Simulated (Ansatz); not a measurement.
AlN (P6_3mc), r2SCAN with spin-orbit coupling, rigid bands (Ansatz, an electronic-structure program): Condition of this run: biaxial stress in the c plane of -13.5 GPa (compression positive) (the target of the relaxation). band gap 4.09 eV, N_c = 3.98e18 cm⁻³ and N_v = 3.76e19 cm⁻³ at 300 K, conductivity masses along y (a = (3.22, 0.00, 0.00) Å; b = (-1.61, 2.79, 0.00) Å; c = (0.00, 0.00, 4.86) Å) of 0.291 mₑ (electrons) and 2.56 mₑ (holes). Take k_BT = 0.02585 eV.

Question: What thermal injection velocity √(2k_BT/πm) limits a ballistic channel along the direction named?

Answer: 9.97e6 cm/s for electrons and 3.36e6 cm/s for holes, a ratio of √(m_h/m_e) = 2.97, for dilute carriers.

Question: Find the intrinsic carrier density and the intrinsic Fermi level.

Answer: n_i = √(N_c N_v) exp(−E_g/2k_BT) = 1.22e19 × exp(−79.10) = 5.4e-16 cm⁻³. The level lies (k_BT/2) ln(N_v/N_c) = 29 meV from mid-gap (positive towards the conduction band). Each 0.1 eV added to the gap lowers n_i by a factor of 6.9.

Question: A film of it is 3 nm thick, with its normal along the direction named. Estimate the confinement energies in an infinite well.

Answer: ħ²π²/(2m t²) = 0.376 eV·nm²/(m/mₑ × t²) gives 144 meV for electrons and 16.3 meV for holes, so the gap would widen to about 4.25 eV. Finite barriers and nonparabolic bands lower this, and with several valleys or bands the heaviest mass along the normal sets the lowest level, not this average.

Rigid, parabolic bands with the computed gap; masses take one relaxation time for all states. Geometry: cell and atoms relaxed with PBEsol.
